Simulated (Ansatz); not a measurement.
Consider CdSe in the zinc blende structure (space group F-43m, No. 216; a = 6.196 Å).

Method: Ansatz (a program for electronic structure), PBE, PAW, cutoff 420 eV, spin-orbit coupling left out.

Strains are applied to the cell and any free atomic positions relax.

One change was made to it. Results:

The pressure grows by 1.45 GPa to 1.44 GPa; the electron mass becomes 0.057 mₑ (at Γ) (base: 0.052 mₑ (at Γ)); the band gap rises by 0.062 eV, from 0.49 eV to 0.56 eV; the width of the top valence band grows by 0.12 eV (1.98 eV → 2.10 eV).

Problem. Which change produced these results?
(A) isotropic strain +1.00 %
(B) isotropic strain −2.00 %
(C) isotropic strain +2.50 %
(D) isotropic strain −1.00 %

Solution. D, isotropic strain −1.00 %. For comparison, the band gap in the other runs: isotropic strain +2.50 % gives 0.34 eV; isotropic strain +1.00 % gives 0.43 eV; isotropic strain −2.00 % gives 0.62 eV.

Masses are band curvatures over ±0.01 Å⁻¹ around the edge. Stability against distortions was not tested.
